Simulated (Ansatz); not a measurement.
Consider MoS$_{2}$ (space group P6_3/mmc, No. 194; a = 3.109 Å, c = 11.709 Å; layered, stacked along the Cartesian z axis). Axes: x lies along a and z along c of the hexagonal cell.

Method: PBEsol-D3(BJ), PAW, 420 eV (Ansatz, a first-principles code; no spin-orbit coupling).

For the base:

- Shortest interatomic distance: 2.380 Å
- Width of the top valence band: 1.88 eV
- Band gap: 0.52 eV

Perturbation: biaxial strain −2.40 %, plane normal [001], relaxed out of plane (Cartesian); in-plane vectors clamped, the third vector and the atoms free.

What does the calculation give for the shortest interatomic distance after the change?

The shortest interatomic distance drops by 0.014 Å, from 2.380 Å to 2.366 Å.

What does the calculation give for the width of the top valence band after the change?

The width of the top valence band decreases by 0.11 eV to 1.77 eV.

Predict the new out-of-plane strain.

The out-of-plane strain amounts to +0.84 %.

What does the calculation give for the band gap after the change?

The band gap rises by 0.04 eV (0.52 eV → 0.56 eV).

Stability against distortions was not tested.
